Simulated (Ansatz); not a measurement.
## Short convergence ladders for CaPt2 (R3m, 6 atoms in the cell)

```
CaPt2
1.0
    0.00000     3.81133     3.81133
    3.81133     0.00000     3.81133
    3.81133     3.81133     0.00000
Ca Pt
2 4
Cartesian
  0.02887   0.02887   0.02887
  1.90567   1.90567   1.90567
  4.76417   2.85850   2.85850
  2.85850   2.85850   4.76417
  2.85850   4.76417   2.85850
  4.76417   4.76417   4.76417
```

Base method: PBEsol, default PAW files made with PBE (plane waves; Ansatz, an electronic-structure program).

Base settings: basis.ecutwfc = 420 eV; kpoints.mp_grid.grid = 5 5 5; hamiltonian.xc = pbesol; hamiltonian.pseudopotentials = {kind: paw} (the program's default PAW files); scf.occupations.method = gaussian; scf.occupations.width = 0.1 eV.

The count of work is k-points × plane waves × bands × iterations; it is no time. 

**The cutoff for other potential files**

Level: DFT, PBEsol, plane waves, harder PAW files (source: ansatz) made with PBE.

In this ladder: hamiltonian.pseudopotentials = {kind: paw, source: ansatz}.

The second cell is the first with its lattice scaled by 0.98.

The mesh stays at the base's, so the ladder's end is converged at best in this setting alone.

The first pressure column holds Ansatz's estimate of the finite-basis (Pulay) stress, which hides part of the cutoff error; the other is without it.

Only quantities that move along the ladder and can be compared are tabulated.

| basis.ecutwfc | free energy less the last step's (meV/atom) | energy of the compressed cell less the first (meV/atom) | pressure (GPa) | pressure without the Pulay estimate (GPa) | largest difference of a force vector from the last step's (eV/Å) | count of work / last |
|---|---|---|---|---|---|---|
| 255 eV | 8941.00 | 86.63 | 5.78 | -321.54 | 0.130 | 0.099 |
| 315 eV | 1963.89 | -13.84 | -2.47 | -98.20 | 0.061 | 0.15 |
| 400 eV | 165.70 | 27.76 | -0.69 | -13.41 | 0.007 | 0.20 |
| 485 eV | 7.14 | 26.23 | -1.05 | -1.83 | 0.001 | 0.28 |
| 570 eV | 1.04 | 26.15 | -1.03 | -1.04 | 0.000 | 0.36 |
| 685 eV | 0.79 | 26.15 | -1.03 | -1.04 | 0.000 | 0.47 |
| 855 eV | 0.43 | 26.15 | -1.03 | -1.04 | 0.000 | 0.64 |
| 1140 eV | 0.00 | 26.15 | -1.03 | -1.03 | 0.000 | 1.0 |

Coarsest basis.ecutwfc that holds the pressure without the Pulay estimate within 0.1 GPa of the last step, with all finer ones: 570 eV, at 0.36 of the last step's count of work; the step before is off by 0.80 GPa.

Coarsest basis.ecutwfc that holds the forces within 0.01 eV/Å of the last step, with all finer ones: 400 eV, at 0.20 of the last step's count of work; the step before is off by 0.061 eV/Å.

Coarsest basis.ecutwfc that holds the pressure within 1 GPa of the last step, with all finer ones: 400 eV, at 0.20 of the last step's count of work; the step before is off by 1.4 GPa.

The energy difference between the two cells stays within 1 meV/atom of the last step's from 485 eV on, the total only from 685 eV on: much of the error is common to both cells and cancels.

At the lowest cutoff the pressure without the Pulay estimate lies 321 GPa under the last step's, the usual sign of Pulay stress in an incomplete plane-wave basis.

**The relaxed cell against the cutoff**

On CaPt2 (Fd-3m, 6 atoms in the cell): atoms on their sites.

In this ladder: relax = cell and atoms.

The mesh stays at the base's, so the ladder's end is converged at best in this setting alone.

Only quantities that move along the ladder and can be compared are tabulated.

```tsv
basis.ecutwfc	relaxed volume (Å³/atom)	relaxation steps
210 eV	17.354	35
250 eV	18.789	14
295 eV	18.380	8
355 eV	18.323	6
420 eV	18.325	4
505 eV	18.323	4
630 eV	18.323	4
840 eV	18.323	4
```

Coarsest basis.ecutwfc that holds the relaxed volume within 0.092 Å³/atom of the last step, with all finer ones: 295 eV; the step before is off by 0.47 Å³/atom.

At the lowest cutoff the cell relaxes to a volume 5.3 % smaller than at the highest. Ansatz relaxes on a stress corrected for the finite basis.

On the base run: the starting cell comes from a database of computed structures (which also holds hypothetical and non-ambient phases and stackings), without a prior relaxation at this level. Its lattice was rescaled by up to half a per cent. One atom was moved a little off its site on purpose. Spin polarisation is off.

Keys are those of Ansatz 0.2.
